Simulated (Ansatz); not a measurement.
# Several settings converged on Hf2Ga (Fmm2, 6 atoms in the cell)

```
Hf2Ga
1.0
   -3.34916     3.34916     2.62829
    3.34916    -3.34916     2.62829
    3.34916     3.34916    -2.62829
Hf Ga
4 2
Direct
  0.65882   0.15882   0.81764
  0.34646   0.84646   0.19292
  0.15354   0.34646   0.50000
  0.84646   0.65354   0.50000
  0.25000   0.25000   0.00000
  0.75000   0.75000   0.00000
```

Base method: LDA (PW92), default PAW files made with PBE (plane waves; Ansatz, a quantum-chemistry and plane-wave program).

Base settings: basis.ecutwfc = 420 eV; kpoints.mp_grid.grid = 6 6 6; hamiltonian.xc = lda; hamiltonian.pseudopotentials = {kind: paw} (the program's default PAW files); scf.occupations.method = fermi_dirac; scf.occupations.width = 0.1 eV.

The count of work is k-points × plane waves × bands × iterations; it is no time. Core times come from one kind of shared machine, to one figure; runs under 30 s give none.

**Shifted k-point meshes**

In this ladder: kpoints.mp_grid.shift = 0.5 0.5 0.5.

Only quantities that move along the ladder and can be compared are tabulated.

```tsv
kpoints.mp_grid.grid	free energy less the last step's (meV/atom)	pressure (GPa)	largest difference of a force vector from the last step's (eV/Å)	count of work / last
2 2 2	27.47	-6.67	0.210	0.016
4 4 4	0.12	-7.03	0.026	0.091
6 6 6	-0.05	-7.07	0.017	0.25
10 10 10	0.00	-7.10	0.000	1.0
```

Coarsest kpoints.mp_grid.grid that holds the pressure within 0.1 GPa of the last step, with all finer ones: 4 4 4, at 0.091 of the last step's count of work; the step before is off by 0.42 GPa.

Coarsest kpoints.mp_grid.grid that holds the forces within 0.02 eV/Å: not settled: the last two steps still differ by 0.017 eV/Å, over half the tolerance, so the ladder does not show it.

Coarsest kpoints.mp_grid.grid that holds the free energy within 2 meV/atom of the last step, with all finer ones: 4 4 4, at 0.091 of the last step's count of work; the step before is off by 27 meV/atom.

**The k-point mesh at a smearing width of 0.05 eV**

In this ladder: scf.occupations.width = 0.05 eV.

The second cell is the first with its lattice scaled by 0.98.

Only quantities that move along the ladder and can be compared are tabulated.

| kpoints.mp_grid.grid | free energy less the last step's (meV/atom) | energy of the compressed cell less the first (meV/atom) | pressure (GPa) | largest difference of a force vector from the last step's (eV/Å) | count of work / last |
|---|---|---|---|---|---|
| 3 3 3 | -16.87 | -29.25 | -7.49 | 0.158 | 0.064 |
| 5 5 5 | 1.23 | -26.63 | -7.17 | 0.080 | 0.22 |
| 7 7 7 | 0.47 | -26.97 | -7.21 | 0.012 | 0.51 |
| 9 9 9 | 0.00 | -26.91 | -7.20 | 0.000 | 1.0 |

Coarsest kpoints.mp_grid.grid that holds the energy of the compressed cell less the first within 2 meV/atom of the last step, with all finer ones: 5 5 5, at 0.22 of the last step's count of work; the step before is off by 2.3 meV/atom.

Coarsest kpoints.mp_grid.grid that holds the free energy within 5 meV/atom of the last step, with all finer ones: 5 5 5, at 0.22 of the last step's count of work; the step before is off by 17 meV/atom.

Coarsest kpoints.mp_grid.grid that holds the pressure within 0.2 GPa of the last step, with all finer ones: 5 5 5, at 0.22 of the last step's count of work; the step before is off by 0.29 GPa.

The energy difference between the two cells stays within 1 meV/atom of the last step's from 5 5 5 on, the total only from 7 7 7 on: much of the error is common to both cells and cancels.

**The mesh under tetrahedron occupations**

In this ladder: scf.occupations.method = tetrahedron; scf.occupations.width = default.

Only quantities that move along the ladder and can be compared are tabulated.

| kpoints.mp_grid.grid | free energy less the last step's (meV/atom) | pressure (GPa) | largest difference of a force vector from the last step's (eV/Å) | count of work / last | core time / last (rough) |
|---|---|---|---|---|---|
| 4 4 4 | -0.25 | -7.20 | 0.061 | 0.11 | – |
| 5 5 5 | 1.84 | -7.22 | 0.024 | 0.18 | 0.2 |
| 6 6 6 | -0.65 | -7.32 | 0.048 | 0.27 | 0.3 |
| 10 10 10 | 0.00 | -7.23 | 0.000 | 1.0 | 1 |

Coarsest kpoints.mp_grid.grid that holds the pressure within 0.05 GPa: not settled: the last two steps still differ by 0.09 GPa, over half the tolerance, so the ladder does not show it.

Coarsest kpoints.mp_grid.grid that holds the free energy within 1 meV/atom: not settled: the last two steps still differ by 0.65 meV/atom, over half the tolerance, so the ladder does not show it.

Coarsest kpoints.mp_grid.grid that holds the forces within 0.02 eV/Å: not settled: the last two steps still differ by 0.048 eV/Å, over half the tolerance, so the ladder does not show it.

On the base run: the starting cell comes from a database of computed structures (which also holds hypothetical and non-ambient phases and stackings), without a prior relaxation at this level. Its lattice was rescaled by up to half a per cent. One atom was moved a little off its site on purpose. In the base run, with a pressure of about -7 GPa the cell is away from its equilibrium volume at this level. Ansatz's pressure includes its estimate of the finite-basis (Pulay) stress.

Keys are those of Ansatz 0.2.
